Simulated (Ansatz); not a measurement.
# How far PBE and PBEsol part for C

The reference is C in the diamond structure (space group Fd-3m, No. 227; a = 3.5716 Å).

(Cell as relaxed with PBE.)

Levels (all Ansatz, a quantum-chemistry and plane-wave program, PAW): PBE (420 eV, no spin-orbit coupling); PBEsol (420 eV, spin-orbit coupling left out).

Each level relaxes its own structure.

```json
[
 {"quantity": "volume per atom", "PBE": "5.69 Å³", "PBEsol": "5.61 Å³"},
 {"quantity": "lattice parameter a", "PBE": "6.749 bohr", "PBEsol": "6.716 bohr"},
 {"quantity": "band gap", "PBE": "4.13 eV", "PBEsol": "4.03 eV"},
 {"quantity": "gap character", "PBE": "indirect, Γ → Γ–X (71 % along)", "PBEsol": "indirect, Γ → Γ–X (75 % along)"},
 {"quantity": "electron mass", "PBE": "1.7 mₑ along k, 0.29 mₑ across", "PBEsol": "1.6 mₑ along k, 0.29 mₑ across"},
 {"quantity": "hole mass (degenerate bands, along [100])", "PBE": "0.30, 0.30, 0.51 mₑ", "PBEsol": "0.29, 0.29, 0.52 mₑ"}
]
```

PBE's volume per atom lies 0.08 Å³ above PBEsol's (1.5 %); PBE's lattice parameter a lies 0.0336 bohr above PBEsol's (0.5 %); PBE's band gap lies 0.094 eV above PBEsol's; the two agree on the gap character. Neither level is exact; PBEsol is the comparison here, not a measurement.

Effective masses come from finite differences of ±0.01 Å⁻¹. Along k means along the line from Γ to the band edge. Stability against distortions was not tested.
